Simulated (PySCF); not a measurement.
PySCF 2.14.0, B3LYP/def2-svp, df: Ba(OMe)(SH)(OH2)2 (C[O][Ba](<-[OH2])(<-[OH2])[SH]), 14 atoms. The geometry is a generated start, not checked to be a minimum at this level.

* **task**: energy
* **method**: b3lyp
* **basis**: def2-svp
* **two-electron scheme**: density fitting
* **mol.max_memory**: 3000 MB
* **mf.max_cycle**: 100
* **mf.diis_space**: 8 (default)
* **mf.conv_tol**: 1e-09 (default)
* **mf.grids.level**: 3 (default)
* **effective core potentials**: those of the basis set, past Kr
* **basis functions**: 137
* **grid points**: 177632

```xyz
14

Ba    -0.8753     0.7889    -0.0305
O      0.7278    -0.3252    -0.7694
C      1.7842    -1.0147    -1.3294
H      1.4678    -1.9963    -1.7062
H      2.2173    -0.4597    -2.1768
H      2.5834    -1.1864    -0.5904
S     -1.2286    -0.5261     2.5319
H     -0.3665    -1.4608     2.1772
O     -3.2558     0.4520     0.3580
H     -3.1339    -0.0095     1.2102
H     -4.2098     0.4807     0.2064
O      1.1125     2.0138     0.0955
H      2.0320     2.1750     0.3253
H      1.1449     1.0683    -0.3019
```

With the defaults (mf.DIIS = CDIIS, mf.diis = true, mf.level_shift = 0, mf.damp = 0, mf.diis_start_cycle = 1, mf.init_guess = minao, newton = off, mf.diis_damp = 0) it converges in 13 Fock builds. One run each on 2 threads, 1 BLAS thread, with these changes:
- mf.diis = false
- mf.DIIS = EDIIS
- mf.init_guess = mod_huckel
- mf.diis_damp = 0.3
- mf.damp = 0.3, mf.diis_start_cycle = 4
- mf.level_shift = 0.1 Hartree
- mf.level_shift = 0.3 Hartree
- newton = Hessian by the SCF's own integrals
- mf.DIIS = ADIIS

### Question
Name the settings that don't reach the solution of the defaults.

### Answer
No convergence: mf.DIIS = EDIIS; mf.diis = false (the run ends without SCF convergence in 100 cycles). The rest reach the solution of the defaults.

| setting | Fock builds | end |
|---|---|---|
| the defaults | 13 | same solution |
| mf.init_guess = mod_huckel | 13 | same solution |
| mf.diis_damp = 0.3 | 13 | same solution |
| mf.level_shift = 0.1 Hartree | 15 | same solution |
| mf.damp = 0.3, mf.diis_start_cycle = 4 | 16 | same solution |
| mf.DIIS = ADIIS | 20 | same solution |
| mf.level_shift = 0.3 Hartree | 24 | same solution |
| newton = Hessian by the SCF's own integrals | 38 | same solution |
| mf.DIIS = EDIIS | 101 | no convergence |
| mf.diis = false | 101 | no convergence |

Under newton the count holds the products with the orbital Hessian.
